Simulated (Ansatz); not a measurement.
Consider MgInGaO$_{4}$ (space group R3m, No. 160; a hypothetical phase, not in the database extracts checked).

```yaml
crystal:
  lattice:
    - [1.67187, 0.96525, 8.43314]
    - [-1.67187, 0.96525, 8.43314]
    - [0.00000, -1.93051, 8.43314]
  atoms:
    - { symbol: In, position: [0.99797, 0.99797, 0.99797] }
    - { symbol: Ga, position: [0.21237, 0.21237, 0.21237] }
    - { symbol: Mg, position: [0.78448, 0.78448, 0.78448] }
    - { symbol: O, position: [0.13509, 0.13509, 0.13509] }
    - { symbol: O, position: [0.87603, 0.87603, 0.87603] }
    - { symbol: O, position: [0.28857, 0.28857, 0.28857] }
    - { symbol: O, position: [0.70549, 0.70549, 0.70549] }
```

Cartesian axes are those of the cell as printed.

Levels (all Ansatz, a first-principles code, PAW): PBEsol (420 eV, spin-orbit coupling left out); r2SCAN (500 eV, no spin-orbit coupling).

Its gap is 2.07 eV with PBEsol and 2.73 eV with r2SCAN.

One thing is altered: biaxial strain +3.36 %, plane normal [001], relaxed out of plane (Cartesian); in-plane vectors clamped, the third vector and the atoms free.

With PBEsol the gap becomes 1.81 eV.

**Question.** If the r2SCAN correction stayed the same, what would the r2SCAN gap be, and what does the r2SCAN run give?

**Answer.** A rigid correction of +0.66 eV gives 2.47 eV. The r2SCAN run gives 2.43 eV, so the correction itself changes by -0.04 eV.

Single points use the geometry relaxed with PBEsol. Whether these cells are dynamically stable was not tested.
